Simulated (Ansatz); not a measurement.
Take BaO in the rock salt structure (space group Fm-3m, No. 225; a = 5.490 Å) as the base.

The values are results of Kohn–Sham DFT with the PBEsol functional, run in Ansatz (a program for electronic structure) with PAW and 420 eV plane waves, without spin-orbit coupling, not measurements.

For the base:

Electron mass: 1.2 mₑ along k, 0.38 mₑ across (at X)
Band gap: 1.84 eV
Density: 6.16 g/cm³
Gap character: direct at X

The change: every Ba is replaced by Mg, then cell and atoms are relaxed.

Tabulated Pauling electronegativity and covalent radius: Ba 0.89, 2.15 Å; Mg 1.31, 1.41 Å.

Question: Predict the new electron mass, band gap, density and gap character.

Answer: The electron mass changes from 1.2 mₑ along k, 0.38 mₑ across (at X) to 0.34 mₑ (at Γ); the band gap grows by 2.78 eV, from 1.84 eV to 4.62 eV; the density decreases by 2.58 g/cm³ (6.16 g/cm³ → 3.58 g/cm³); the gap character goes from direct at X to direct at Γ.

Masses are band curvatures over ±0.01 Å⁻¹ around the edge. Along k means along the line from Γ to the band edge. Stability against distortions was not tested.
